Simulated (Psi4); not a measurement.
Psi4 1.11, TPSS/def2-svp: tetramethylammonium (C[N+](C)(C)C), charge +1, multiplicity 1, 17 atoms. The geometry is a generated start, not checked to be a minimum at this level.

```yaml
task: energy
method: tpss
basis: def2-svp
memory: 3 GB
maxiter: 100
keys_of_the_molecule_block: symmetry c1
scf_type: df (default)
e_convergence: 1e-06 (default)
d_convergence: 1e-06 (default)
dft_radial_points: 75 (default)
dft_spherical_points: 302 (default)
basis_functions: 130
grid_points: 358038
```

```xyz
17

C     -0.2410    -0.6233    -1.3138
N     -0.0003     0.0003     0.0009
C      0.0595     1.4657    -0.1549
C     -1.0962    -0.3524     0.9198
C      1.2786    -0.4888     0.5480
H     -1.1842    -0.2740    -1.7308
H     -0.2842    -1.7066    -1.2147
H      0.5598    -0.3691    -2.0058
H      0.2429     1.9401     0.8081
H     -0.8819     1.8406    -0.5531
H      0.8620     1.7406    -0.8368
H     -2.0468     0.0100     0.5323
H     -1.1591    -1.4334     1.0374
H     -0.9275     0.0932     1.8987
H      1.2491    -1.5703     0.6677
H      2.0980    -0.2356    -0.1225
H      1.4713    -0.0368     1.5194
```

Charge 1 and multiplicity 1 are set for this test and not shown to be the ground state.

With the defaults (diis = true, scf_initial_accelerator = adiis, damping_percentage = 0, guess = auto, which took SAD, diis_max_vecs = 10) it converges in 7 SCF iterations. One run each on 2 threads, with these changes:
- guess = modhuckel
- guess = sapgau
- diis = false, scf_initial_accelerator = none, damping_percentage = 60
- guess = core
- diis_max_vecs = 20
- guess = huckel
- guess = gwh
- scf_initial_accelerator = ediis
- scf_initial_accelerator = none

**Question.** Name the settings that don't reach the solution of the defaults.

**Answer.** No convergence: diis = false, scf_initial_accelerator = none, damping_percentage = 60 (the run ends without SCF convergence in 100 iterations). The rest reach the solution of the defaults.

| setting | SCF iterations | end |
|---|---|---|
| the defaults | 7 | same solution |
| diis_max_vecs = 20 | 7 | same solution |
| scf_initial_accelerator = none | 7 | same solution |
| scf_initial_accelerator = ediis | 7 | same solution |
| guess = modhuckel | 8 | same solution |
| guess = huckel | 8 | same solution |
| guess = sapgau | 9 | same solution |
| guess = gwh | 10 | same solution |
| guess = core | 11 | same solution |
| diis = false, scf_initial_accelerator = none, damping_percentage = 60 | 100 | no convergence |
